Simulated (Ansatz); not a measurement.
AlB2-type NbB2

These are PBEsol (PAW; Ansatz, an electronic-structure program) values and carry that method's errors.

Numerical settings: plane-wave cutoff 500 eV, 18×18×12 k mesh (along the axes of the cell as run), Fermi–Dirac smearing 0.05 eV, no spin polarisation, scalar-relativistic PAW data made under PBE.

Cell (relaxed at this level):

NbB2 is taken in the hexagonal space group P6/mmm (No. 191), Pearson symbol hP3. Lattice parameters: a = b = 3.0967 Å, c = 3.2865 Å, α = β = 90.00°, γ = 120.00°. Nb on 1a sees 12 B at 2.428 Å and 6 Nb at 3.097 Å and 2 Nb at 3.287 Å. B on 2d is surrounded by 3 B at 1.788 Å and 6 Nb at 2.428 Å. (Neighbours: up to the widest gap in distance over summed covalent radii, below 1.35, at either atom; cation-cation and far metal-metal contacts left out.)

```yaml
band_gap: none
```

Spin–orbit coupling is not included.

Static lattice: no zero-point or thermal effects.

Cost on a shared machine: around 50 core-seconds (rough).
